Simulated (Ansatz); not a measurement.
The structure below was relaxed with PBEsol, PAW, 420 eV (Ansatz, an electronic-structure program; scalar-relativistic without spin-orbit coupling), at pressure 15 GPa.

```
CELL_PARAMETERS angstrom
     -1.60645     1.60645     1.60645
      1.60645    -1.60645     1.60645
      1.60645     1.60645    -1.60645
ATOMIC_POSITIONS crystal
  Ta 0.00000 0.00000 0.00000
```

Problem. Find the space group and the Wyckoff positions.

Solution. Space group Im-3m (No. 229); a = b = c = 3.2129 Å, α = β = γ = 90.00°

```json
[
 {"atom": "Ta", "site": "2a", "symmetry": "m-3m", "x": "0.0000", "y": "0.0000", "z": "0.0000"}
]
```

Load acts through the strain it causes; cell and atoms are relaxed under it. Whether these cells are dynamically stable was not tested. No other phases were tried under pressure. The final runs are not spin-polarised. The cell was made from Ta in the bcc (W type) structure (space group Im-3m, No. 229) by this change: pressure 15 GPa.
